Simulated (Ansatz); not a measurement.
Lattice constant a of TaAl (model structure, Pm-3m, No. 221, 2 atoms in the cell) at several levels of theory

No measured value is used here.

Put these levels in order of the lattice constant a that they give for TaAl (model structure, Pm-3m, No. 221, 2 atoms in the cell), smallest first: LDA (Ansatz, an electronic-structure program), PBE (Ansatz), PBEsol (Ansatz), r²SCAN (Ansatz).

LDA (3.170 Å), PBEsol (3.196 Å), r²SCAN (3.207 Å), PBE (3.225 Å)

Density-functional levels without +SOC have no spin–orbit coupling. Cutoffs differ between the levels. Ansatz's density-functional and Hartree–Fock values are scalar-relativistic unless marked +SOC, with PAW data made under PBE.

A model structure was made by putting elements into a prototype or built by hand; it is no filed structure, need not be a known phase, and can be a saddle point held by its symmetry.
